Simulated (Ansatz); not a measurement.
Structures of equal composition on the (000-1) surface of wurtzite ZnO (O plane on top): 2x2 Zn adatom at T1; 2x2 Zn adatom at T4. The slabs share one bottom face, and each structure is named by its start. These are constructed structures in small cells; real faces may alloy, dewet or reconstruct in larger ones, and not all known structures of the face are among them. Slabs of about 14 Å with all that they carry, Fermi-Dirac smearing of 0.025 eV. Bottom of the slabs: H caps. Relaxed from the named starts with such symmetry as they have, on meshes of like density; energies extrapolated to zero smearing; no spin-orbit coupling, no U. Spin-polarised runs, if any, are marked in brackets, and their order is one that fits the cell; the others ran without spin. Where a second, spin-polarised start was run, the lower counts.

All values below come from PBE (plane waves to 420 eV, PAW; Ansatz, a quantum-chemistry and plane-wave program).

Q: Order them by energy per 1x1 cell (lowest first) at the level PBE.

A: 2x2 Zn adatom at T4 (0.000 eV (3 O–Zn bonds formed), a narrow gap of 0.11 eV by band count), 2x2 Zn adatom at T1 (0.328 eV [spin, 1.2 μB a cell], no gap over 0.04 eV on the mesh)
